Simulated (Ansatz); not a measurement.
# Migration barriers: interstitial H in kesterite Cu2ZnSnS4, charge state +1

Defect migration in kesterite Cu2ZnSnS4: interstitial H, charge state +1. The numbers are results of PBE, PAW (plane waves to 420 eV; Ansatz, a first-principles code), not measurements.

Cell of 64 host sites held at the relaxed PBE lattice; one k-point at (0.250, 0.250, 0.250); Fermi-Dirac width 0.05 eV, spin-restricted; finite-size errors left in. Energies are static. PBE gaps are too small, and in this host the defect's levels may merge with the bands. The charge state is imposed; whether it is stable for some Fermi level was not computed. Sites that were not tried may lie lower.

Barriers: single points on a 2×2×2 k-point mesh shifted by half a step at the bands' geometries.

```tsv
Route	Start site over the lowest site run (eV)	Hop (Å)	Forward barrier (eV)	Backward barrier (eV)	Neighbours at the start	Neighbours at the saddle	Saddle order	Forward, on the band's own sampling (eV)
several atoms move together, H the farthest	0.00	1.75	0.38	0.09	Cu at 1.96; S at 1.40 Å	S at 1.37 Å	inconclusive	0.38
```

Paths come from CI-NEB runs.   A further band (several atoms move together, H the farthest, 1.77 Å) gave 0.82 eV forward on its own sampling, 0.82 eV above the lowest site run, but at one of its points the charge lies in the host's bands or the defect's levels are part-filled, so it is not taken as a result. A further band (several atoms move together, H the farthest, 1.57 Å) gave 0.52 eV forward on its own sampling, 0.82 eV above the lowest site run, but at one of its points the charge lies in the host's bands or the defect's levels are part-filled, so it is not taken as a result.

The whole set of runs took very roughly 15 core-hours.
